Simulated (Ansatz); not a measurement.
The starting structures come from a database of crystals and need not be the phases stable at ambient conditions.

By PBEsol, the system below comes out a metal.

The ballistic (Sharvin) conductance counts the channels at the Fermi level: G/A = (e²/h) × channels of both spins per area.

Here is the system:

```
LuSe
1.0
    3.95594     0.00000     0.00000
   -1.97797     3.42594     0.00000
    1.97797     1.14198     3.23001
Lu Se
1 1
Cartesian
  0.00000   0.00000   0.00000
  0.00000   2.28396   1.61500
```

Space group of this cell: Fm-3m, rock salt. The cell is taken as given; by PBEsol its mean pressure is -2.1 GPa.

The current flows along the normal of the first two printed cell vectors, the (111) plane of the conventional cell. No spin-orbit coupling; the value is a mean over 0.1 eV about the Fermi level.

Task: Compute, with PBEsol in Ansatz (a first-principles code), the ballistic conductance per area.

Result: 0.79 × 10¹⁵ S/m² for both spins.
